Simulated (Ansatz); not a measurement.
## Zr3N4, pressure series

Consider Zr₃N₄ (space group Fd-3m, No. 227; a = 9.083 Å; a cell from a computed database, its experimental status unchecked).

Cell and atoms are relaxed at each pressure.

All numbers come from Ansatz (a quantum-chemistry and plane-wave program), PBEsol, PAW, cutoff 420 eV, scalar-relativistic without spin-orbit coupling.

```tsv
pressure (GPa)	volume per atom (Å³/atom)
-2	13.507
-1	13.443
0	13.382
0.3	?
0.7	13.339
1.5	13.292
3	13.203
5	13.090
10	12.827
```

Task: Fit the third-order Birch–Murnaghan form P(V) = (3B₀/2)[(V₀/V)^(7/3) − (V₀/V)^(5/3)]·[1 + (3/4)(B₀′ − 4)((V₀/V)^(2/3) − 1)] (squares taken in P) to the rows shown and predict the withheld row.

Result: Least squares on the printed values gives V₀ = 13.382 Å³/atom, B₀ = 218 GPa, B₀′ = 3.8; this predicts 13.363 Å³/atom, and the run gives 13.364 Å³/atom, in agreement.

Load acts through the strain it causes; cell and atoms are relaxed under it. No phonon test of stability was made. No other phases were tried under pressure.
